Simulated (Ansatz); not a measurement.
Take C (space group Pm-3n, No. 223; a = 3.877 Å; a hypothetical phase, not in the database extracts checked) as the base.

(Cell as relaxed with PBE.)

Levels (all Ansatz, a program for electronic structure, PAW): PBE (420 eV, spin-orbit coupling left out); PBEsol (420 eV, no SOC).

Each level relaxes its own structure.

```csv
base,PBE,PBEsol
volume per atom,7.28 Å³,6.96 Å³
lattice parameter a,3.877 Å,3.818 Å
band gap,zero,zero
```

Now apply this change: a negative pressure, −2 GPa.

```csv
quantity,PBE,PBEsol
shortest interatomic distance,1.947 Å,1.916 Å
band gap,zero,zero
```

PBE's shortest interatomic distance lies 0.031 Å above PBEsol's (1.6 %); the two agree on the band gap. Neither level is exact; PBEsol is the comparison here, not a measurement.

Load acts through the strain it causes; cell and atoms are relaxed under it. Stability against distortions was not tested.
